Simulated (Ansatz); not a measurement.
Sn: uniaxial stress, 2 GPa compression along z

Consider Sn (space group I4_1/amd, No. 141; a = 5.8866 Å, c = 3.1864 Å; relaxed with 0.1 eV smearing). Axes: x, y, z lie along a, b, c of the conventional cell.

Perturbation: uniaxial stress, 2 GPa compression along z; all other stress components relax to zero.

Method: DFT with r2SCAN, PAW potentials and a 500 eV plane-wave cutoff in Ansatz (a program for electronic structure), without spin-orbit coupling. k-mesh 21×21×21 (Γ-centred); smearing 0.1 eV (Fermi–Dirac).

Volume per atom: 27.28 Å³ (base 27.60 Å³)
Space group: I4_1/amd (No. 141) (base I4_1/amd (No. 141))
Shortest interatomic distance: 3.059 Å (base 3.049 Å)
Energy relative to the base (free energy F): +3.6 meV/atom
Band gap: zero (base zero)
Strain response (xx, yy, zz): (+0.52, +0.52, −2.17) %
Secant Young's modulus along z: 92 GPa
Mean lateral Poisson ratio: 0.24

Final structure:

```yaml
crystal:
  lattice:
    - [-2.95846, 2.95846, 1.55867]
    - [2.95846, -2.95846, 1.55867]
    - [2.95846, 2.95846, -1.55867]
  atoms:
    - { symbol: Sn, position: [0.75000, 0.25000, 0.50000] }
    - { symbol: Sn, position: [0.00000, 0.00000, 0.00000] }
```

Cost of the whole job for the changed cell (relaxation, final SCF and bands): very roughly 2.2 core-minutes.

Beyond what the load breaks, stability against distortions was not tested.
